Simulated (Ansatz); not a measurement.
Electronic density of states of amorphous In9Ga9Zn9O36H4, density 5.76 g/cm³, on a 2×2×2 Γ-centred mesh with a Gaussian width of 0.1 eV; energies count from the Fermi level. Cell and mesh are small, so fine structure isn't converged. All values below come from PBE, scalar-relativistic without spin-orbit coupling (plane waves to 420 eV, PAW; Ansatz, a quantum-chemistry and plane-wave program). Sampling: a 2×2×2 Γ-centred mesh; Fermi-Dirac width 0.02 eV; no spin polarisation. The usual formal charges leave 4 electrons over, so the level spacing at the Fermi energy parts defect or band states and needn't be the band gap. The spare electrons fill defect levels or the bottom of the conduction band, and the levels at the Fermi energy are partly filled.

Preparation: random packing, a CHGNet melt and quench, and a DFT relaxation. O atoms were pushed apart under 1.9 Å during the dynamics, to hinder bonds among them. The hot cell started wider than the set density and was brought back towards it in steps. It is the lowest in DFT energy of 2 quenches. It is a model cell: composition and starting density were chosen by hand, and all elements were melted together. No dispersion term was used. Its density started from a set value of 5.76 and ended at 5.76 g/cm³. The quench (nominally 440 K/ps over its main leg) was far faster than any real one, so the model tends to hold more defects than a real film. One small periodic cell is one sample of the glass; other quenches scatter about these values. The volume was held where the preparation left it and the shape relaxed, at a PBE pressure of 3.0 GPa. Stress components on the final sampling reach 3.2 GPa. On a 2×2×2 Γ-centred mesh force components of up to 0.31 eV/Å stay, since the relaxation ran on the zone centre alone.

| E - EF (eV) | states/(eV atom) |
|---|---|
| -12.00 | 0.00 |
| -11.90 | 0.00 |
| -11.80 | 0.00 |
| -11.70 | 0.00 |
| -11.60 | 0.00 |
| -11.50 | 0.00 |
| -11.40 | 0.00 |
| -11.30 | 0.00 |
| -11.20 | 0.00 |
| -11.10 | 0.00 |
| -11.00 | 0.00 |
| -10.90 | 0.00 |
| -10.80 | 0.00 |
| -10.70 | 0.00 |
| -10.60 | 0.00 |
| -10.50 | 0.00 |
| -10.40 | 0.00 |
| -10.30 | 0.00 |
| -10.20 | 0.00 |
| -10.10 | 0.00 |
| -10.00 | 0.00 |
| -9.90 | 0.00 |
| -9.80 | 0.04 |
| -9.70 | 0.15 |
| -9.60 | 0.10 |
| -9.50 | 0.03 |
| -9.40 | 0.12 |
| -9.30 | 0.13 |
| -9.20 | 0.03 |
| -9.10 | 0.04 |
| -9.00 | 0.15 |
| -8.90 | 0.24 |
| -8.80 | 0.28 |
| -8.70 | 0.37 |
| -8.60 | 0.43 |
| -8.50 | 0.44 |
| -8.40 | 0.41 |
| -8.30 | 0.38 |
| -8.20 | 0.50 |
| -8.10 | 0.59 |
| -8.00 | 0.63 |
| -7.90 | 0.68 |
| -7.80 | 0.79 |
| -7.70 | 0.92 |
| -7.60 | 0.95 |
| -7.50 | 0.99 |
| -7.40 | 1.08 |
| -7.30 | 1.14 |
| -7.20 | 1.14 |
| -7.10 | 1.13 |
| -7.00 | 1.19 |
| -6.90 | 1.19 |
| -6.80 | 1.10 |
| -6.70 | 0.95 |
| -6.60 | 0.86 |
| -6.50 | 0.82 |
| -6.40 | 0.73 |
| -6.30 | 0.65 |
| -6.20 | 0.60 |
| -6.10 | 0.59 |
| -6.00 | 0.58 |
| -5.90 | 0.55 |
| -5.80 | 0.55 |
| -5.70 | 0.53 |
| -5.60 | 0.55 |
| -5.50 | 0.59 |
| -5.40 | 0.60 |
| -5.30 | 0.58 |
| -5.20 | 0.60 |
| -5.10 | 0.60 |
| -5.00 | 0.66 |
| -4.90 | 0.68 |
| -4.80 | 0.64 |
| -4.70 | 0.63 |
| -4.60 | 0.68 |
| -4.50 | 0.68 |
| -4.40 | 0.69 |
| -4.30 | 0.72 |
| -4.20 | 0.73 |
| -4.10 | 0.74 |
| -4.00 | 0.79 |
| -3.90 | 0.92 |
| -3.80 | 0.90 |
| -3.70 | 0.86 |
| -3.60 | 0.78 |
| -3.50 | 0.74 |
| -3.40 | 0.80 |
| -3.30 | 0.81 |
| -3.20 | 0.72 |
| -3.10 | 0.65 |
| -3.00 | 0.63 |
| -2.90 | 0.59 |
| -2.80 | 0.49 |
| -2.70 | 0.41 |
| -2.60 | 0.32 |
| -2.50 | 0.11 |
| -2.40 | 0.01 |
| -2.30 | 0.01 |
| -2.20 | 0.02 |
| -2.10 | 0.01 |
| -2.00 | 0.00 |
| -1.90 | 0.00 |
| -1.80 | 0.00 |
| -1.70 | 0.02 |
| -1.60 | 0.07 |
| -1.50 | 0.10 |
| -1.40 | 0.06 |
| -1.30 | 0.01 |
| -1.20 | 0.00 |
| -1.10 | 0.00 |
| -1.00 | 0.00 |
| -0.90 | 0.01 |
| -0.80 | 0.03 |
| -0.70 | 0.04 |
| -0.60 | 0.05 |
| -0.50 | 0.02 |
| -0.40 | 0.00 |
| -0.30 | 0.00 |
| -0.20 | 0.03 |
| -0.10 | 0.07 |
| 0.00 | 0.09 |
| 0.10 | 0.09 |
| 0.20 | 0.09 |
| 0.30 | 0.07 |
| 0.40 | 0.05 |
| 0.50 | 0.03 |
| 0.60 | 0.02 |
| 0.70 | 0.05 |
| 0.80 | 0.09 |
| 0.90 | 0.13 |
| 1.00 | 0.12 |
| 1.10 | 0.11 |
| 1.20 | 0.12 |
| 1.30 | 0.14 |
| 1.40 | 0.14 |
| 1.50 | 0.15 |
| 1.60 | 0.17 |
| 1.70 | 0.17 |
| 1.80 | 0.17 |
| 1.90 | 0.14 |
| 2.00 | 0.18 |
| 2.10 | 0.22 |
| 2.20 | 0.24 |
| 2.30 | 0.24 |
| 2.40 | 0.17 |
| 2.50 | 0.14 |
| 2.60 | 0.16 |
| 2.70 | 0.23 |
| 2.80 | 0.25 |
| 2.90 | 0.25 |
| 3.00 | 0.26 |
| 3.10 | 0.24 |
| 3.20 | 0.27 |
| 3.30 | 0.30 |
| 3.40 | 0.31 |
| 3.50 | 0.35 |
| 3.60 | 0.33 |
| 3.70 | 0.34 |
| 3.80 | 0.34 |
| 3.90 | 0.32 |
| 4.00 | 0.31 |
| 4.10 | 0.31 |
| 4.20 | 0.30 |
| 4.30 | 0.30 |
| 4.40 | 0.33 |
| 4.50 | 0.31 |
| 4.60 | 0.29 |
| 4.70 | 0.35 |
| 4.80 | 0.36 |
| 4.90 | 0.35 |
| 5.00 | 0.35 |
| 5.10 | 0.35 |
| 5.20 | 0.36 |
| 5.30 | 0.31 |
| 5.40 | 0.27 |
| 5.50 | 0.34 |
| 5.60 | 0.33 |
